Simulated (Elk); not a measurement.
Band structure of Sn (I4_1/amd, 2 atoms in the cell).

```
CELL_PARAMETERS angstrom
     -2.91500     2.91500     1.59000
      2.91500    -2.91500     1.59000
      2.91500     2.91500    -1.59000
ATOMIC_POSITIONS crystal
  Sn 0.25000 0.75000 0.50000
  Sn 0.00000 0.00000 0.00000
```

Method of the run: PBE, all-electron FP-LAPW, Elk's shipped species files, APW+lo basis with extra local orbitals (Elk).

Settings: xctype = 20; rgkmax = 8; stype = 0; swidth = 0.00367493 Ha; ngridk = 8 8 8; gmaxvr = 16 1/bohr; nxlo = 2; lorbcnd = true; lmaxi = 2.

The starting cell has typed, rounded lattice constants, without a prior relaxation at this level. Values depend on the basis (sphere radii, cutoffs, local orbitals), which need not be converged.

Levels in eV from the Fermi level, bands 17 to 24:
| point | 17 | 18 | 19 | 20 | 21 | 22 | 23 | 24 |
|---|---|---|---|---|---|---|---|---|
| Γ | -11.14 | -3.58 | -1.97 | -1.97 | 3.01 | 6.27 | 6.27 | 6.88 |
| X | -8.89 | -8.89 | 0.61 | 0.61 | 1.63 | 1.63 | 6.04 | 6.04 |
| M | -7.53 | -7.53 | -4.81 | -4.81 | 5.05 | 5.05 | 9.47 | 9.47 |
| Z | -6.47 | -5.55 | -3.04 | -2.93 | -2.93 | 3.15 | 5.60 | 5.60 |
| P | -5.96 | -5.96 | -3.53 | -3.53 | 3.61 | 3.61 | 4.00 | 4.00 |
| N | -6.92 | -5.39 | -2.28 | -1.69 | -1.14 | 2.27 | 2.88 | 4.74 |
| Z1 | -6.47 | -5.55 | -3.04 | -2.93 | -2.93 | 3.15 | 5.60 | 5.60 |

Bands cross the Fermi level along this path, so the cell is metallic at this level.
